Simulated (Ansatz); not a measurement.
Consider a periodic stack without vacuum, rock-salt TiN (1 1 1) on Si0.875Ge0.125, ordered (1 1 1), C on 2 of 4 substrate sites at each interface (film strained to the substrate, started from cuts of the bulks and a machine-learned relaxation; slabs Ge4Si32C4 and N28Ti28, which can lie off the formulas): substrate slab Ge4Si32C4, film N28Ti28, surface cells [[1, -1], [0, 1]] and [[-2, 3], [-1, -2]], film strained by -2.1 and -2.1 %, outermost planes Si/GeSi and N/Ti as cut, which need not be the usual terminations and can put a slab off its formula. Its start:

```xyz
96
Lattice="7.7787 0.0000 -0.0253 -3.8893 6.7365 0.0442 -0.4123 -2.6800 25.4773" Properties=species:S:1:pos:R:3 pbc="T T T"
Ge     3.9031     6.2672     1.3638
Si     1.1027     3.4473     1.7626
C      0.5147     4.9726     0.6853
C      5.2584     1.2226     0.5814
Si     0.1476     6.7008     1.4809
Si     5.3485     2.8550     1.4887
Si     3.2829     3.8677     1.1887
Si     1.9093     1.1802     1.1057
Ge     3.6598     1.9818     4.6609
Si    -2.0655     5.2955     4.6306
Si    -0.1183    -0.2981     3.8301
Si     1.6120     3.2033     4.0150
Si    -0.2099     1.9071     4.7182
Si     1.8135     5.4092     4.7396
Si    -0.0913     6.4612     3.8457
Si    -2.1168     3.0304     3.8607
Ge    -0.1372     4.1366     7.9300
Si     5.7129     0.7591     7.8662
Si     3.7640     1.8950     7.0792
Si    -2.0928     5.2747     7.0409
Si     3.7731     4.1381     7.8497
Si     1.8287     0.7568     7.8518
Si    -0.1397     1.8679     7.0932
Si     1.8373     5.2857     7.1022
Ge    -0.0113    -0.4009    11.0578
Si     1.8597     2.9616    11.0534
Si    -0.1168     4.0726    10.3641
Si     5.7365     0.7006    10.2241
Si     3.8169    -0.4129    11.0090
Si    -2.1120     2.9219    11.0151
Si     3.7755     4.0781    10.2138
Si     1.9175     0.7459    10.2131
C      3.4851     2.0775    13.4530
C     -2.3014     6.3436    14.6419
Si     0.0295    -0.2714    13.4419
Si     1.8722     2.8618    14.0330
Si    -0.5754     1.7896    14.2556
Si     2.2110     5.1347    14.2868
Si     3.0330     0.8735    14.7454
Si    -2.6073     2.7004    13.2838
N      2.0582     2.1363    15.8069
N      4.1320     0.3097    15.9404
N      6.4296    -1.5991    15.9394
N     -0.7902     1.2746    15.9173
N      1.4030    -0.7295    15.8364
N     -0.1962     4.1353    16.0861
N     -3.0225     3.1851    16.1661
N      4.7861    -1.3365    18.3384
N      3.0927     3.4905    18.4172
N      5.3414     1.5456    18.3946
N     -1.8962     4.4595    18.4360
N      0.3470     2.5023    18.3865
N      2.5289     0.5833    18.3868
N     -0.2414    -0.3471    18.3562
N      3.6783     1.8549    20.8932
N      5.8921    -0.0725    20.8777
N      0.3354    -1.9870    20.8902
N      0.8910     0.9025    20.9202
N      3.1186    -1.0215    20.8746
N      1.4399     3.7853    20.9146
N     -1.3144     2.8315    20.9148
N      6.4197    -1.7109    23.4046
N     -2.9617     3.1436    23.4048
N     -0.7606     1.2015    23.4650
N     -0.1979     4.0887    23.5154
N      2.0165     2.1590    23.4475
N      4.2623     0.2301    23.4133
N      1.4720    -0.7208    23.4071
Ti     1.4454     3.7667    16.9970
Ti     3.6982     1.9173    17.1491
Ti     5.8263    -0.0163    16.9859
Ti    -1.3384     2.8633    17.0306
Ti     0.8598     0.9299    17.0902
Ti     3.1171    -1.0541    17.0461
Ti    -3.5693     4.7551    17.1057
Ti     4.2221     0.2539    19.5985
Ti     6.4340    -1.6500    19.5759
Ti    -2.9934     3.1594    19.6490
Ti     1.4325    -0.6876    19.6085
Ti    -0.2089     4.1147    19.6200
Ti     1.9926     2.1887    19.6275
Ti    -0.7723     1.2281    19.6212
Ti     3.1025     3.4526    22.1238
Ti    -2.4132     1.5288    22.1272
Ti    -0.2153    -0.3899    22.1265
Ti     0.3467     2.4943    22.1716
Ti     2.5677     0.5653    22.1405
Ti     4.7717    -1.3762    22.1218
Ti     2.0345    -2.2967    22.1153
Ti     5.9057    -0.1554    24.5716
Ti     0.3260    -2.0151    24.4800
Ti    -1.2781     2.8075    24.6392
Ti     3.1947    -1.0071    24.7015
Ti     1.4190     3.6936    24.8282
Ti     3.7379     1.8619    24.4960
Ti     0.9248     0.8705    24.6518
```

The start was prepared with a machine-learned potential, and the result is one local minimum, with the in-plane cell held and forces under 0.04 eV/Å; the film can end far from its bulk form.

Level of theory: PBE (plane waves to 420 eV, PAW; Ansatz, a quantum-chemistry and plane-wave program). Spin–orbit coupling is left out; the runs are not spin-polarised; PBE gaps are too small against experiment. Its k-point mesh 4×4×1, Fermi–Dirac width 0.05 eV.

Predict the relaxed interface.


```
Item                                                                                       Result
--------------------------------------------------------------------------------  ---------------
interface area                                                                            52.4 Å²
period                                                                                    24.69 Å
heights between the nearest atoms of the two slabs at the two interfaces          0.93 and 1.33 Å
Si–Ti contacts across the interfaces within 1.22 times the sum of covalent radii  22, mean 2.86 Å
C–Ti contacts across the interfaces within 1.22 times the sum of covalent radii    7, mean 2.29 Å
N–Si contacts across the interfaces within 1.22 times the sum of covalent radii    5, mean 1.76 Å
Ge–Ti contacts across the interfaces within 1.22 times the sum of covalent radii   3, mean 2.72 Å
```
